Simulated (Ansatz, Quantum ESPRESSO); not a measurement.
## One structure in several programs: InAs (F-43m, 2 atoms in the cell)

Self-consistent single point.

```
CELL_PARAMETERS angstrom
      0.00000     3.03000     3.03000
      3.03000     0.00000     3.03000
      3.03000     3.03000     0.00000
ATOMIC_POSITIONS crystal
  In 0.00000 0.00000 0.00000
  As 0.25000 0.25000 0.25000
```

Shared settings, as Ansatz (a program for electronic structure) writes them: kpoints.mp_grid.grid = 9 9 9; magnetization.spin_orbit = true; scf.occupations.method = fermi_dirac; scf.occupations.width = 0.0037 Ry. Potentials and cutoffs stand in the table.

```json
[
 {"code": "Quantum ESPRESSO", "model": "PBE, spin-orbit coupling, PseudoDojo fully relativistic norm-conserving (PBE) pseudopotentials", "pressure (GPa)": "3.56", "cutoff": "85 Ry"},
 {"code": "Ansatz", "model": "PBE with spin-orbit coupling, default PAW files", "pressure (GPa)": "3.40", "cutoff": "default"}
]
```

No clean gap comes from Quantum ESPRESSO and Ansatz: levels at the Fermi energy touch, overlap or are partly filled at this smearing.

The spread over the programs that give each value: pressure within 0.16 GPa.

Ansatz's pressure is given at a fixed set of plane waves, as the other plane-wave codes print theirs; with its correction for the finite basis it is 3.44 GPa.

The starting cell has typed, rounded lattice constants, without a prior relaxation at this level.

Left out of this page: FLEUR and SIESTA (not drawn, or without a comparable value).

Keys are those of Ansatz 0.2.
